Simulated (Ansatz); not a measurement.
## Sn (model structure, started from the Ge type, P4₃2₁2, No. 96, 12 atoms in the cell)

Calculation: PBEsol in Ansatz (PAW).

Run with plane-wave cutoff 520 eV, 6×6×4 k mesh (along the axes of the cell as run), Fermi–Dirac smearing 0.01 eV, scalar-relativistic PAW data made under PBE.

Cell (relaxed at this level):

```cif
data_Sn12
_chemical_formula_sum 'Sn12'
_space_group_name_H-M_alt 'P43212'
_space_group_IT_number 96
_space_group_name_Hall 'P 4nw 2abw'
_cell_length_a 6.78695
_cell_length_b 6.78695
_cell_length_c 7.69362
_cell_angle_alpha 90.000
_cell_angle_beta 90.000
_cell_angle_gamma 90.000
loop_
_atom_site_label
_atom_site_type_symbol
_atom_site_symmetry_multiplicity
_atom_site_Wyckoff_symbol
_atom_site_fract_x
_atom_site_fract_y
_atom_site_fract_z
_atom_site_occupancy
Sn1 Sn 4 a 0.09916 0.09916 0.00000 1
Sn2 Sn 8 b 0.17960 0.36012 0.28822 1
```

For Sn (model structure, started from the Ge type, P4₃2₁2, No. 96, 12 atoms in the cell), the band gap is zero (no gap).

Note: the relaxation could raise the start's symmetry but not lower it, so the cell can be a saddle point.

Spin–orbit coupling is not included.

Static lattice: no zero-point or thermal effects.

Cost on a shared machine: roughly 27 core-minutes.

A model structure was made by putting elements into a prototype or built by hand; it is no filed structure, need not be a known phase, and can be a saddle point held by its symmetry.

Ansatz is a first-principles code.
